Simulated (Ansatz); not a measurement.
The reference is ZnSe in the zinc blende structure (space group F-43m, No. 216; a = 5.6337 Å). Axes: x, y, z lie along the cube axes.

Calculations: PBEsol (Ansatz, an electronic-structure program; PAW; 420 eV plane waves; without spin-orbit coupling), earlier PAW set.

For the base:

| Quantity | Value |
|---|---|
| Shortest interatomic distance | 243.9 pm |
| Pressure | 0.0 kbar |
| Band gap | 1.23 eV |

One thing is altered: the cell is stretched by 3.50 % along y with no lateral relaxation; the atoms relax in the strained cell.

### Question
Predict the new shortest interatomic distance, pressure, band gap and energy relative to the base.

### Answer
The shortest interatomic distance increases by 2.9 pm to 246.8 pm; the pressure (mean of the normal stresses, compression positive) goes from zero to -21.0 kbar; the band gap falls by 0.18 eV, from 1.23 eV to 1.05 eV; the energy increases by 7.4 meV/atom.

Stability against distortions was not tested.
